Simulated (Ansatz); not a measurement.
The parent structure is Pt in the fcc (Cu type) structure (space group Fm-3m, No. 225; a = 3.972 Å; relaxed with 0.1 eV smearing).

(Cell as relaxed with PBE.)

Levels (all Ansatz, a quantum-chemistry and plane-wave program, PAW, earlier PAW set): PBE (420 eV, no SOC); r2SCAN (500 eV, no spin-orbit coupling).

Each level relaxes its own structure.

```csv
base,PBE,r2SCAN
volume per atom,15.66 Å³,15.31 Å³
lattice parameter a,397.2 pm,394.2 pm
band gap,zero,zero
```

One thing is altered: the cell is scaled by 1.0149 in all directions; the atoms relax in the strained cell.

| quantity | PBE | r2SCAN |
|---|---|---|
| energy relative to the base (free energy F) | +23 meV/atom | [?] |
| pressure | -9.7 GPa | [?] |
| band gap | zero | [?] |

### Question
Given the PBE results, estimate those of r2SCAN.

### Answer

- energy relative to the base (free energy F), r2SCAN: +24 meV/atom
- pressure, r2SCAN: -10.6 GPa
- band gap, r2SCAN: zero

PBE's energy relative to the base lies 1.6 meV/atom below r2SCAN's; PBE's pressure lies 0.9 GPa above r2SCAN's; the two agree on the band gap. Neither level is exact; r2SCAN is the comparison here, not a measurement.

No phonon test of stability was made. All final runs are without spin polarisation. Pt lies near a magnetic instability that expansion can trigger; it was not tested.
